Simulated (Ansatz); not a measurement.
Consider the following.

```xyz
4
Lattice="2.6135 0.0000 0.0000 -1.3068 2.2634 0.0000 0.0000 0.0000 4.1895" Properties=species:S:1:pos:R:3 pbc="T T T"
B      0.0000     1.5089     0.0000
B      1.3068     0.7545     2.0948
N      0.0000     1.5089     1.5710
N      1.3068     0.7545     3.6658
```

Calculation: PBE, rigid bands (plane waves, PAW, scalar-relativistic; Ansatz, a quantum-chemistry and plane-wave program). Condition of this run: biaxial stress in the c plane of -27 GPa (compression positive) (the target of the relaxation). Geometry: cell and atoms relaxed with PBEsol, then loaded as said.

Question: What conductivity effective mass do dilute holes have at 300 K?

Answer: 0.94 (x), 0.94 (y), 1.22 (z) mₑ.

Question: Predict the electron conductivity mass (n e² τ/σ) at 300 K, by direction if it differs.

Answer: 0.54 (x), 0.54 (y), 0.31 (z) mₑ.

Question: And the band gap?

Answer: 5.40 eV at this level; semilocal functionals usually fall short of the measured gap.

Rigid bands, one relaxation time for all states, no polarons. Spin-orbit coupling is left out. Geometry: cell and atoms relaxed with PBEsol.
